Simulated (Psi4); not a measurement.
Psi4 1.11, PBE/def2-svp: [Cl][Ge], charge +1, multiplicity 1, 2 atoms. The geometry is a generated start, not checked to be a minimum at this level.

* **task**: energy
* **method**: pbe
* **basis**: def2-svp
* **memory**: 3 GB
* **maxiter**: 100
* **keys of the molecule block**: symmetry c1
* **scf_type**: df (default)
* **diis_max_vecs**: 10 (default)
* **e_convergence**: 1e-06 (default)
* **d_convergence**: 1e-06 (default)
* **dft_radial_points**: 75 (default)
* **dft_spherical_points**: 302 (default)
* **basis functions**: 50
* **grid points**: 41596

```xyz
2

Cl     0.0323    -0.0176    -1.0078
Ge    -0.0323     0.0176     1.0078
```

Charge 1 and multiplicity 1 are set for this test and not shown to be the ground state.

With the defaults (diis = true, scf_initial_accelerator = adiis, damping_percentage = 0, soscf = false, soscf_start_convergence = 0.01, guess = auto, which took SAD, diis_start = 1) it converges in 10 SCF iterations. One run each on 2 threads, with these changes:
- guess = sap
- guess = core
- scf_initial_accelerator = ediis
- guess = huckel
- scf_initial_accelerator = none
- soscf = true
- diis_start = 4
- soscf = true, soscf_start_convergence = 0.001
- diis = false, scf_initial_accelerator = none, damping_percentage = 60

Problem. Which of these changes keep the SCF from converging, or lead it to another solution?

Solution. No convergence: diis = false, scf_initial_accelerator = none, damping_percentage = 60 (the run ends without SCF convergence in 100 iterations). The rest reach the solution of the defaults.

```tsv
setting	SCF iterations	JK calls	end
soscf = true, soscf_start_convergence = 0.001	8	19	same solution
guess = sap	8	8	same solution
guess = huckel	8	21	same solution
soscf = true	8	19	same solution
the defaults	10	11	same solution
scf_initial_accelerator = none	10	11	same solution
scf_initial_accelerator = ediis	10	11	same solution
guess = core	11	11	same solution
diis_start = 4	15	16	same solution
diis = false, scf_initial_accelerator = none, damping_percentage = 60	100	101	no convergence
```

An SOSCF iteration holds several JK calls; a Hückel guess adds calls on atoms. 1 further run of the study ended by our limits or in an error and is left out.
